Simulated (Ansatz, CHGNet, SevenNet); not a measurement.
**MoP (model structure, started from the NbAs type, I4₁md, No. 109, 4 atoms in the cell): lattice parameter c by level of theory**

No measured value is used here.

```csv
level (code),value (Å)
CHGNet 0.3.0,11.179
SevenNet-0,11.249
SevenNet-l3i5,11.030
LDA (Ansatz),11.063
PBEsol (Ansatz),11.113
```

LDA, PBEsol: the run has no spin polarisation, so it can have missed a magnetic state. Ansatz's density-functional and Hartree–Fock values are scalar-relativistic unless marked +SOC, with PAW data made under PBE.

Machine-learned potentials (CHGNet 0.3.0, SevenNet-0, SevenNet-l3i5) are trained on DFT data: a solid inside that data is no test of them.

A model structure was made by putting elements into a prototype or built by hand; it is no filed structure, need not be a known phase, and can be a saddle point held by its symmetry.

Ansatz is a quantum-chemistry and plane-wave program.
